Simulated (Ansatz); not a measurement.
System: CaO (P6₃/mmc, No. 194, 4 atoms in the cell; start mp-545512; another space group than a measured phase of this formula). Method: PBE0 (plane waves, PAW; Ansatz, a first-principles code).

Run with plane-wave cutoff 460 eV, 9×9×6 k mesh (along the axes of the cell as run), Fermi–Dirac smearing 0.01 eV, scalar-relativistic PAW data made under PBE.

The cell is the one relaxed with PBEsol. Conventional cell: a = 3.9562 Å, b = 3.9562 Å, c = 4.7432 Å, α = 90.00°, β = 90.00°, γ = 120.00°.

```
CaO
1.0
    3.95620     0.00000     0.00000
   -1.97810     3.42617     0.00000
    0.00000     0.00000     4.74324
Ca O
2 2
Direct
  0.33333   0.66667   0.75000
  0.66667   0.33333   0.25000
  0.33333   0.66667   0.25000
  0.66667   0.33333   0.75000
```

List the 15 lowest band energies at Γ above −25 eV (eV, relative to the valence band maximum), grouping those that round alike.

At Γ: -20.06, -19.77 (×2), -19.54 (×2), -19.40, -16.98, -16.78, -1.31 (×2), -1.24 (×2), -1.22, 0.00, 5.35.

Note: the run warned that its exchange threshold was loose for the stress; cell and atoms aren't relaxed at this level (pressure 1.9 GPa).

A start named mp-… is a Materials Project structure, which need not be a measured phase.
